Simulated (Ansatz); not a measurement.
Ansatz (an electronic-structure program) run on AlCu3 (P6_3/mmc, 8 atoms in the cell): self-consistent single point.

Method: PBEsol, default PAW files made with PBE (plane waves; Ansatz).

```yaml
crystal:
  lattice:
    - [5.09579, 0.00000, 0.00000]
    - [-2.54790, 4.41308, 0.00000]
    - [0.00000, 0.00000, 4.17165]
  atoms:
    - { symbol: Al, position: [0.66667, 0.33333, 0.25000] }
    - { symbol: Al, position: [0.33333, 0.66667, 0.75000] }
    - { symbol: Cu, position: [0.33107, 0.16553, 0.75000] }
    - { symbol: Cu, position: [0.66893, 0.83447, 0.25000] }
    - { symbol: Cu, position: [0.16553, 0.33107, 0.25000] }
    - { symbol: Cu, position: [0.83447, 0.66893, 0.75000] }
    - { symbol: Cu, position: [0.83447, 0.16553, 0.75000] }
    - { symbol: Cu, position: [0.16553, 0.83447, 0.25000] }
```

Reference input (self-consistent single point, DFT, PBEsol, plane waves, default PAW files made with PBE): basis.ecutwfc = 420 eV; kpoints.mp_grid.grid = 8 8 8; hamiltonian.xc = pbesol; hamiltonian.pseudopotentials = {kind: paw} (the program's default PAW files); scf.occupations.method = cold; scf.occupations.width = 0.136 eV. This run's input differs from it in these lines:

Ansatz 0.2 input:
```diff
@@ -15,3 +15,3 @@
 basis:
-  ecutwfc: 420.0 eV
+  ecutwfc: 545.0 eV
 kpoints:
```

Log, with long lists cut:

```
SCF iter   1: F=—  HF=-40583.360927 eV  |F-HF|=—  |Δ(HF+E_count)|=         —  Δρ=1.53e-2  dr2=1.09e-1  ethr=1.77e-3  ⟨swp⟩=5.3  Hψ=13036  notcnv=0  defer=38
all-band conjugate gradients solve this SCF's bands
preconditioner: auto → Kerker (q_TF=auto, 2.843 Å⁻¹)
SCF iter   2: F=—  HF=-40583.332796 eV  |F-HF|=—  |Δ(HF+E_count)|=   2.81e-2  S|Δr|=    0.00e0  Δρ=1.16e-3  dr2=1.25e-3  ethr=9.09e-5  ⟨swp⟩=2.0  Hψ=6141  notcnv=0  defer=227
   [... lines left out ...]
SCF iter   5: F=—  HF=-40583.331295 eV  |F-HF|=—  |Δ(HF+E_count)|=   2.74e-5  S|Δr|=    0.00e0  Δρ=9.00e-5  dr2=1.97e-5  ethr=1.03e-7  ⟨swp⟩=2.0  Hψ=5149  notcnv=0  defer=227
SCF iter   6: F=—  HF=-40583.331274 eV  |F-HF|=—  |Δ(HF+E_count)|=   2.10e-5  S|Δr|=    0.00e0  Δρ=2.22e-5  dr2=1.09e-6  ethr=1.64e-8  ⟨swp⟩=2.0  Hψ=5151  notcnv=0  defer=227
SCF iter   7: F=-40583.331273 eV  HF=-40583.331273 eV  |F-HF|=1.47e-8  |Δ(HF+E_count)|=   3.87e-7  S|Δr|=    0.00e0  Δρ=6.27e-6  dr2=2.92e-8  ethr=8.33e-11  ⟨swp⟩=7.4  Hψ=15601  notcnv=0
SCF 1 converged in 7 iterations: F = -40583.331273 eV  dr2 = 2.92e-8
Stability not checked (fill_not_monotonic)
Free energy (F): -40583.331273 eV
Internal energy: -40583.326071 eV  (E = F + TS)
E sigma→0 (E₀):  -40583.329539 eV
Entropy (-TS):   -0.005203 eV (-0.650 meV/atom)
Fermi energy:    15.859979 eV
--- Forces (eV/Å), atoms counted from 1 ---
  atom   1  Al     0.00000000     0.00000000     0.00000000
  atom   2  Al    -0.00000000    -0.00000000     0.00000000
  atom   3  Cu    -0.01827542    -0.01055132     0.00000000
  atom   4  Cu     0.01827542     0.01055132     0.00000000
   [... lines left out ...]
  atom   8  Cu    -0.01827542     0.01055132     0.00000000
--- Stress (GPa, compression-positive) ---
        3.778393       0.000000       0.000000
        0.000000       3.778393       0.000000
        0.000000       0.000000       1.707705
  P = ⅓ Tr σ = 3.0882 GPa (30.882 kbar)
  The stress holds the Pulay correction. Without it, at fixed plane waves, as pw.x and ABINIT print it: P = 3.0729 GPa
```

The run converged in 7 iterations. Against the reference run the free energy goes down by 1.9 meV/atom, the pressure hardly changes (3.11 to 3.09 GPa) and the largest force hardly changes (0.020 to 0.021 eV/Å).

The starting cell comes from a database of computed structures (which also holds hypothetical and non-ambient phases and stackings), without a prior relaxation at this level. Its lattice was rescaled by a random factor within 2.5 % of one. Spin polarisation is off. Ansatz's pressure includes its estimate of the finite-basis (Pulay) stress.
